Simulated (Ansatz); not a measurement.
ZnS (model structure, started from the NiAs type, P6₃/mmc, No. 194, 4 atoms in the cell)

Computed with LDA in Ansatz (plane waves, PAW).

Settings: plane-wave cutoff 520 eV, 12×12×8 k mesh (along the axes of the cell as run), Fermi–Dirac smearing 0.01 eV, scalar-relativistic PAW data made under PBE.

Cell (relaxed at this level):

```cif
data_S2Zn2
_chemical_formula_sum 'Zn2 S2'
_space_group_name_H-M_alt 'P63/mmc'
_space_group_IT_number 194
_space_group_name_Hall '-P 6c 2c'
_cell_length_a 3.53044
_cell_length_b 3.53044
_cell_length_c 5.75087
_cell_angle_alpha 90.000
_cell_angle_beta 90.000
_cell_angle_gamma 120.000
loop_
_atom_site_label
_atom_site_type_symbol
_atom_site_symmetry_multiplicity
_atom_site_Wyckoff_symbol
_atom_site_fract_x
_atom_site_fract_y
_atom_site_fract_z
_atom_site_occupancy
Zn1 Zn 2 a 0.00000 0.00000 0.00000 1
S1 S 2 c 0.33333 0.66667 0.25000 1
```

| Property | Result |
|---|---|
| band gap | 0.13 eV (on the SCF k mesh) |
| bulk modulus | 107 GPa |

Note: the bulk modulus is −V dP/dV from two relaxed cells at ±2 % in volume; the relaxation could raise the start's symmetry but not lower it, so the cell can be a saddle point.

Computed values are for the static lattice.

Computing time: around 60 core-seconds (rough).

A model structure was made by putting elements into a prototype or built by hand; it is no filed structure, need not be a known phase, and can be a saddle point held by its symmetry.

Ansatz is a program for electronic structure.
